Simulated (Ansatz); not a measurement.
Band structure of As (R-3m, 2 atoms in the cell).

```xyz
2
Lattice="1.8774 1.0839 3.7043 -1.8774 1.0839 3.7043 0.0000 -2.1678 3.7043" Properties=species:S:1:pos:R:3 pbc="T T T"
As     0.0000     0.0000     2.4941
As     0.0000     0.0000     8.6189
```

Computed with PBE, PAW files (plane waves; Ansatz, a first-principles code).

Settings: kpoints.mp_grid.grid = 11 11 11; hamiltonian.xc = pbe; hamiltonian.pseudopotentials = {kind: paw} (the program's default PAW files); scf.occupations.method = fermi_dirac; scf.occupations.width = 0.1 eV; kpoints.band_path.path = [[0.0, 0.0, 0.0], [0.5, 0.0, 0.0], [0.5, 0.22374676, -0.22374676]]; kpoints.band_path.npoints = 8.

The starting cell comes from a database of computed structures (which also holds hypothetical and non-ambient phases and stackings), without a prior relaxation at this level.

Levels in eV from the Fermi level, bands 12 to 18:
```tsv
point	12	13	14	15	16	17	18
Γ	-6.34	-2.77	-1.96	-1.96	1.32	2.62	2.62
L	-10.98	-3.22	-2.99	-0.73	-0.38	0.27	1.58
B1	-10.66	-5.78	-5.11	-1.77	1.17	4.83	5.17
```

Bands cross the Fermi level along this path, so the cell is metallic at this level.

Keys are those of Ansatz 0.2.
